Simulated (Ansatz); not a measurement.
Worked calculations on one periodic cell of amorphous Si$_{24}$O$_{51}$Al$_{2}$: Si24O51Al2, 77 atoms, volume 1144.0 Å³, made by a melt-quench on the CHGNet potential and relaxed with DFT. O atoms were pushed apart under 1.9 Å during the dynamics, to hinder bonds among them. It is a model cell: composition and starting density were chosen by hand, and all elements were melted together. Cycles of charging were run to anneal it. These are PBE, scalar-relativistic without spin-orbit coupling (plane waves to 420 eV, PAW; Ansatz, a program for electronic structure) values and carry that method's errors. Sampling: a 2×2×2 Γ-centred mesh; Fermi-Dirac width 0.02 eV; no spin polarisation. Its volume was held where the quench left it, its shape was free, and it stands at a mean pressure of -1.5 GPa with stress components up to 2.5 GPa; the relaxation ran on the zone centre alone. Its density went from a set 2.24 to 2.24 g/cm³. The cell is small and was quenched far faster than a real film, so it is one sample of the glass.

Q: Count formal charges (Si +4, O -2, Al +3). What does the count lead one to expect at the Fermi level, and what does the calculation give?

A: 24 × (+4) + 51 × (-2) + 2 × (+3) = 0. The charges balance, so the anion-derived valence states can be full and a gap can open. On this mesh the highest filled and lowest empty level lie 4.02 eV apart, the PBE gap of this cell, with a localised state at one edge or both.

Four energies for a hole at PBE on the zone centre alone (charged cells in a uniform background, spin-polarised): neutral at the neutral geometry -45355.488 eV; charged at the neutral geometry -45356.825 eV; charged and relaxed -45356.982 eV; neutral at the charged geometry -45355.148 eV.

Q: Find the two relaxation energies and their sum, the reorganisation energy.

A: On charging: -45356.825 − (-45356.982) = 0.157 eV. On discharging: -45355.148 − (-45355.488) = 0.340 eV. The sum is 0.497 eV. The carrier's level spreads over 7 of the 77 atoms' worth, so it counts as partly localised, most on one O atom with neighbours Si 1.59 Å, Al 1.75 Å (neutral geometry). The values are uncorrected: the image energy of a point charge in this cell, 2.84 × 14.40 / (2 × 10.5) = 2.0 eV before screening, is screened by electrons alone at the fixed geometry and by ions too after relaxing, and the carrier can be spread before it relaxes, so each term can be off by up to that value times 1/ε∞, some tenths of an eV. PBE's self-interaction favours spread-out carriers, so a hybrid can localise more.
